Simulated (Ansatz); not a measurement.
# What pressure 5 GPa does to CuI

Base system: CuI (space group P4/nmm, No. 129; a = 4.054 Å, c = 6.350 Å; a cell from a computed database, its experimental status unchecked; layered, stacked along the Cartesian z axis).

Perturbation: a hydrostatic pressure of 5 GPa.

The values are results of plane-wave PAW DFT at the r2SCAN+rVV10 level (Ansatz, an electronic-structure program, 500 eV), no SOC, earlier PAW set, not measurements. k-mesh 8×8×5 (Γ-centred); smearing 0.05 eV (Fermi–Dirac).

```json
[
 {"quantity": "volume per atom", "base": "26.10 Å³", "changed": "22.70 Å³", "shift": "-3.393 Å³"},
 {"quantity": "density", "base": "6.06 g/cm³", "changed": "6.96 g/cm³", "shift": "+0.905 g/cm³"},
 {"quantity": "lattice parameter a", "base": "4.054 Å", "changed": "3.930 Å", "shift": "-0.124 Å"},
 {"quantity": "c/a ratio", "base": "1.566", "changed": "1.496", "shift": "-0.0706"},
 {"quantity": "shortest interatomic distance", "base": "2.641 Å", "changed": "2.598 Å", "shift": "-0.043 Å"},
 {"quantity": "enthalpy H = E + PV relative to the base's energy", "base": "–", "changed": "+0.75 eV/atom", "shift": "–"},
 {"quantity": "band gap", "base": "2.01 eV", "changed": "2.06 eV", "shift": "+0.05 eV"},
 {"quantity": "gap character", "base": "direct at Γ", "changed": "direct at Γ", "shift": "–"},
 {"quantity": "width of the top valence band", "base": "1.14 eV", "changed": "1.52 eV", "shift": "+0.388 eV"},
 {"quantity": "electron mass", "base": "0.24 mₑ along c, 0.22 mₑ across (at Γ)", "changed": "0.26 mₑ along c, 0.19 mₑ across (at Γ)", "shift": "–"},
 {"quantity": "valence-band top at Γ (three highest levels, from the VBM)", "base": "0.00, 0.00, -0.89 eV", "changed": "0.00, 0.00, -1.35 eV", "shift": "–"}
]
```

Cost of the whole job for the changed cell (relaxation, final SCF and bands): very roughly 2.6 core-minutes.

Spin-orbit coupling, missing from the scalar runs, can matter with I. Load acts through the strain it causes; cell and atoms are relaxed under it. Masses are band curvatures over ±0.01 Å⁻¹ around the edge. Stability against distortions was not tested. No other phases were tried under pressure. All final runs are without spin polarisation. This is not the structure that CuI has at room temperature and ambient pressure.
